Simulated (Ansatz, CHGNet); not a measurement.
For GaSb (model structure, started from the WC type, P-6m2, No. 187, 2 atoms in the cell), the machine-learned potential CHGNet-r²SCAN (trained on r²SCAN data) gives:

| Property | Result |
|---|---|
| lattice parameter a | 3.975 Å |
| lattice parameter c | 3.634 Å |

### Question
What does r²SCAN+rVV10 (PAW; Ansatz, a first-principles code) give for the same quantities?

### Answer

- lattice constant a: 3.964 Å (decreases by 0.3 %)
- lattice parameter c: 3.551 Å (falls by 2.3 %)

Changes are worked out from the printed values.

Unless a cell is named, each level is at its own relaxed cell (CHGNet-r²SCAN 24.86, r²SCAN+rVV10 24.16 Å³/atom).

Ansatz's density-functional and Hartree–Fock values are scalar-relativistic unless marked +SOC, with PAW data made under PBE.

A model structure was made by putting elements into a prototype or built by hand; it is no filed structure, need not be a known phase, and can be a saddle point held by its symmetry.
